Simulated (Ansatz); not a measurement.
Base system: Cu3SbSe4 (space group I-42m, No. 121; a = 5.627 Å, c = 11.184 Å). Axes: x, y, z lie along a, b, c of the conventional cell.

Method: Ansatz (a program for electronic structure), PBEsol, PAW, cutoff 420 eV, spin-orbit coupling left out.

For the base:

```
Quantity                         Value
-----------------------------  -------
Pressure                       0.0 GPa
Shortest interatomic distance  2.373 Å
Band gap                          zero
```

The change: the cell is stretched by 0.75 % along z with no lateral relaxation, atoms relaxed at fixed cell.

Task: What happens to the energy relative to the base, pressure, shortest interatomic distance and band gap?

Result: The energy increases by 0.3 meV/atom; the pressure (mean of the normal stresses, compression positive) goes from zero to -0.5 GPa; the shortest interatomic distance increases by 0.0059 Å to 2.378 Å; the band gap is still zero.

Without a gap, meshes like the base's 12×12×12 leave anisotropic stresses uncertain by several tenths of a GPa, and small strain energies with them. The cells carry an imposed strain or load. Whether these cells are dynamically stable was not tested. All final runs are without spin polarisation.
